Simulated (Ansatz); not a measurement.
Band structure of YbB₂Ru₃ (P6/mmm, 6 atoms in the cell).

```xyz
6
Lattice="5.5889 0.0000 0.0000 -2.7945 4.8402 0.0000 0.0000 0.0000 2.9620" Properties=species:S:1:pos:R:3 pbc="T T T"
Yb     0.0000     0.0000     0.0000
B      2.7945     1.6134     0.0000
B      0.0000     3.2268     0.0000
Ru    -1.3972     2.4201     1.4810
Ru     2.7945     0.0000     1.4810
Ru     1.3972     2.4201     1.4810
```

Method: PBEsol, PAW files made with PBE (plane waves; Ansatz, an electronic-structure program).

Settings: basis.ecutwfc = 420 eV; kpoints.mp_grid.grid = 6 6 9; hamiltonian.xc = pbesol; hamiltonian.pseudopotentials = {kind: paw} (the program's default PAW files); scf.occupations.method = fermi_dirac; scf.occupations.width = 0.1 eV; kpoints.band_path.npoints = 8.

The starting cell comes from a database of computed structures (which also holds hypothetical and non-ambient phases and stackings), without a prior relaxation at this level. Its lattice was rescaled by a random factor within 2.5 % of one. Spin-orbit coupling is off. Spin polarisation is off.

Levels in eV from the Fermi level, bands 35 to 42:
```
point     35     36     37     38     39     40    41    42
-----  -----  -----  -----  -----  -----  -----  ----  ----
Γ      -0.48  -0.48  -0.48  -0.41   0.22   0.22  0.54  1.81
M      -0.47  -0.45  -0.36  -0.36  -0.19  -0.17  0.45  1.34
K      -0.54  -0.45  -0.32  -0.19  -0.08   0.01  0.01  1.49
A      -0.39  -0.39  -0.21   0.14   0.14   0.59  0.59  1.56
L      -0.39  -0.39  -0.38  -0.23   0.13   1.22  1.58  1.67
H      -0.37  -0.34  -0.34  -0.23  -0.23   0.76  1.47  1.71
```

Bands cross the Fermi level along this path, so the cell is metallic at this level.

Keys are those of Ansatz 0.2.
